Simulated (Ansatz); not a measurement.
The starting structures come from a database of crystals and need not be the phases stable at ambient conditions.

 Where the default PAW files enter, the runs use the earlier of Ansatz's two default sets.

Input:

```yaml
crystal:
  lattice:
    - [4.05932, 0.00000, 0.00000]
    - [-2.02966, 3.51547, 0.00000]
    - [2.02966, 1.17182, 6.45391]
  atoms:
    - { symbol: Li, position: [0.00000, 0.50000, 0.50000] }
    - { symbol: Y, position: [0.00000, 0.00000, 0.00000] }
    - { symbol: Se, position: [0.49783, 0.24891, 0.25326] }
    - { symbol: Se, position: [0.50217, 0.75109, 0.74674] }
```

Space group of this cell: R-3m. The cell is taken as given.

Transport runs along the normal of the first two printed cell vectors, the (001) plane of the conventional cell.

No gap correction and no spin-orbit coupling; mid-gap values are interpolated between computed energies.

### Question
State the band gap and the smallest decay constant κ at mid-gap according to r2SCAN (Ansatz, a first-principles code).

### Answer
Gap 1.94 eV on a 10×10×10 mesh; κ = 0.203 1/Å, at the zone centre.
